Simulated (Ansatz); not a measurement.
The starting structures come from a database of crystals and need not be the phases stable at ambient conditions.

Inside the gap of an insulator the Bloch states are evanescent, with a wavenumber k + iκ along the transport direction.

Data:

```xyz
2
Lattice="2.8772 0.0000 0.0000 0.0000 4.0690 0.0000 1.4386 2.0345 1.4386" Properties=species:S:1:pos:R:3 pbc="T T T"
Al     0.0000     2.0345     0.0000
N      0.0000     0.0000     0.0000
```

Space group of this cell: Fm-3m, rock salt. The cell is taken as given; by r2SCAN its mean pressure is -6.1 GPa.

Transport runs along the normal of the first two printed cell vectors, the (110) plane of the conventional cell.

The gap is the functional's own. No spin-orbit coupling. Mid-gap values are interpolated on the energy grid.

Give the band gap and the smallest decay constant κ at mid-gap that r2SCAN (Ansatz, an electronic-structure program) yields.

Gap 5.29 eV on a 20×20×20 mesh; κ = 0.304 1/Å, at the zone centre.
